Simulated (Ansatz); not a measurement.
Take RbSrBr₃ in the cubic perovskite structure (space group Pm-3m, No. 221; a = 5.9462 Å; a hypothetical phase, not in the database extracts checked) as the base. Axes: x, y, z lie along the cube axes.

The values are results of r2SCAN, PAW, 500 eV (Ansatz, a first-principles code; spin-orbit coupling left out), not measurements.

A first run, uniaxial strain ε_yy = +1.18 %, gives secant values C11 ≈ 43 GPa and C12 ≈ 5.0 GPa from its stress. A second run applies biaxial strain −1.51 %, plane normal [001], relaxed out of plane.

**Question.** What does linear elasticity predict for −ε⊥/ε∥ in the second run, and what does the run give?

**Answer.** Linear elasticity: 2 C12/C11 = 0.23. The run gives 0.24; any difference comes from nonlinear terms at these strains and numerical noise.

Whether these cells are dynamically stable was not tested. Many cubic perovskites are stable only at high temperature; tilts and polar distortions were not tested.
